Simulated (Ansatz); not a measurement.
System: single layer of PtSe$_{2}$ (symmetry P-3m1 as a slab, 3 atoms a cell), relaxed.

```yaml
crystal:
  lattice:
    - [3.74854, 0.00000, 0.00000]
    - [1.87427, 3.24633, 0.00000]
    - [0.00000, 0.00000, 22.62000]
  atoms:
    - { symbol: Se, position: [0.00000, 0.00000, 0.55781] }
    - { symbol: Pt, position: [0.66667, 0.66667, 0.50000] }
    - { symbol: Se, position: [0.33333, 0.33333, 0.44219] }
```

The image is the density of sample states between the Fermi level and the bias.

Mesh 18×18×1, no spin-orbit coupling, no spin polarisation; biases count from the run's Fermi level.

Q: Give the constant-current image of the upper face at a sample bias of +1.7 V from a Fermi level inside the gap (empty states up to 1.0 eV over the conduction edge) over one cell, by PBE, Tersoff-Hamann images (Ansatz, a program for electronic structure). The set point is the mean density 3.5 Å over the top atom.

A: Corrugation 0.24 Å, highest over Se1 and the sites alike, lowest over no upper atom, but over the buried Se3. Tip height over the top atom in Å, x and y in fractions of the first two vectors:

```
|@@@%#*+-:..:-+*#%@|
|@@@%#*+=::.::=+*#%|
|%%%%#*+=-:..:-=+*#|
|#####*+=-:...:-=+*|
|+****++=-:.  .:-=+|
|==+++==-::.   .::-|
|---==---::..  ..::|
|:::::::::.........|
|...........::::::.|
|:..     ..:::---::|
|-:.      .:--====-|
|=-:.     .:-=+++++|
|+=-:.    .:-=+****|
|#*+=:.   .:=+*####|
|%#*+=:.  .:=+*#%%%|
|@%#*+-:...:-+*#%@@|
|@@%#*=-:..:-=*#%@@|
|@@@%#+=-:.:-=+#%@@|
```
Scale: ten equal steps from 3.39 (start of ' ') to 3.64 (end of '@'), in the order ' .:-=+*#%@'; x runs from 0.000 to 0.944, y from 0.000 (bottom) to 0.944 (top).
